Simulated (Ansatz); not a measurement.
Start from Ca in the diamond structure (space group Fd-3m, No. 227; a = 8.424 Å; a hypothetical phase, not in the database extracts checked; relaxed with 0.1 eV smearing). Axes: x, y, z lie along the cube axes.

All numbers come from PBEsol/PAW in Ansatz (a program for electronic structure), no SOC.

For the base:

- Pressure: 0.0 GPa
- Shortest interatomic distance: 3.648 Å

Perturbation: a pure shear with ε_xz = ε_zx = -0.0114; the atoms relax in the strained cell.

Problem. Predict the new energy relative to the base, largest internal atomic displacement, pressure and shortest interatomic distance.

Solution. The energy decreases by 1.3 meV/atom; the largest internal atomic displacement is 0.039 Å; the pressure (mean of the normal stresses, compression positive) is still 0.0 GPa; the shortest interatomic distance drops by 0.017 Å to 3.631 Å.

No phonon test of stability was made. Under tensor shear ε_xz = −1.14 % the cell ends below the base's energy or with stress of the wrong sign: the atoms slid into a distortion or the cell is elastically unstable, so the base is not a stable minimum at this level.
